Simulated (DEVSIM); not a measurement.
Structure: Schottky contact on p-type Ge, at 350 K.

| layer (left to right) | material | thickness (μm) | Na (cm⁻³) | τn (s) | τp (s) |
|---|---|---|---|---|---|
| 1 | Ge | 4.20 | 4.1e15 | 0.00011 | 0.00011 |

Left contact: Schottky, work function 4.344 eV, emission velocity 1.6e6 cm/s. Right contact: ohmic. Voltage is applied to the left contact. Recombination: SRH at mid-gap, radiative, Auger. Mobility is constant in doping.

This is a model device: material constants are rounded textbook-type values typed into the input, and sizes, dopings and lifetimes were drawn at random. Values at 300 K; Nc and Nv go as T^1.5, mobilities as T to minus their exponent, the gap by Varshni's rule with the affinity fixed.

```
parameter               Ge
----------------  --------
gap (eV)             0.664
affinity (eV)            4
permittivity            16
Nc (cm⁻³)          1.04e19
Nv (cm⁻³)             6e18
μn (cm²/Vs)           3900
μp (cm²/Vs)           1900
T exponent of μn      1.66
T exponent of μp      2.33
B (cm³/s)          6.4e-14
Cn (cm⁶/s)           1e-31
Cp (cm⁶/s)           1e-31
Varshni α (eV/K)  0.000477
Varshni β (K)          235
```

Model (solved in DEVSIM): 1D drift-diffusion, Boltzmann statistics, complete ionisation; no tunnelling, impact ionisation, image-force lowering or self-heating. Metal contacts follow the ideal Schottky-Mott rule: no Fermi-level pinning, no interface dipoles.

The temperature was swept, all else fixed.

| temperature (K) | largest field in the device at zero bias (V/cm) | potential step across the device at zero bias (V) |
|---|---|---|
| 250 | 12000 | 0.188 |
| 300 | 9900 | 0.132 |
| 350 | [?] | 0.074 |
| 400 | 2100 | 0.018 |
| 450 | 3700 | 0.019 |
| 500 | 12000 | 0.037 |

Question: Complete the blanks.

Answer: 
- 350, largest field in the device at zero bias (V/cm): 6600
